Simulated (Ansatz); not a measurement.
The parent structure is ZnO in the wurtzite structure (space group P6_3mc, No. 186).

```cif
data_O2Zn2
_chemical_formula_sum 'Zn2 O2'
_space_group_name_H-M_alt 'P63mc'
_space_group_IT_number 186
_space_group_name_Hall 'P 6c -2c'
_cell_length_a 3.27960
_cell_length_b 3.27960
_cell_length_c 5.29330
_cell_angle_alpha 90.000
_cell_angle_beta 90.000
_cell_angle_gamma 120.000
loop_
_atom_site_label
_atom_site_type_symbol
_atom_site_symmetry_multiplicity
_atom_site_Wyckoff_symbol
_atom_site_fract_x
_atom_site_fract_y
_atom_site_fract_z
_atom_site_occupancy
Zn1 Zn 2 b 0.66667 0.33333 0.00215 1
O1 O 2 b 0.33333 0.66667 0.12305 1
```

The values are results of plane-wave PAW DFT at the PBE level (Ansatz, a quantum-chemistry and plane-wave program, 420 eV), no spin-orbit coupling, not measurements.

Before the change:

The gap between the host's bands comes out as 0.74 eV and the gap character is direct at Γ.

It is then changed as follows: hole doping at 1.0×10^21 cm⁻³ (0.0493 per cell), with a uniform compensating background at fixed cell and a 300 K Fermi–Dirac width.

Question: How does this affect the gap between the host's bands?

Answer: The gap between the host's bands rises by 0.042 eV (0.74 eV → 0.79 eV).

Question: How does this affect the Fermi level from band edge?

Answer: The Fermi level relative to the doped band's edge (positive inside the band; to 0.05 eV) is +0.10 eV.

Question: How does this affect the gap character?

Answer: The gap character is still direct at Γ.

Carriers are added with a uniform compensating background; total energy and stress of such cells depend on the potential's zero and are not compared; many-body gap narrowing is missing at this level. Stability against distortions was not tested.
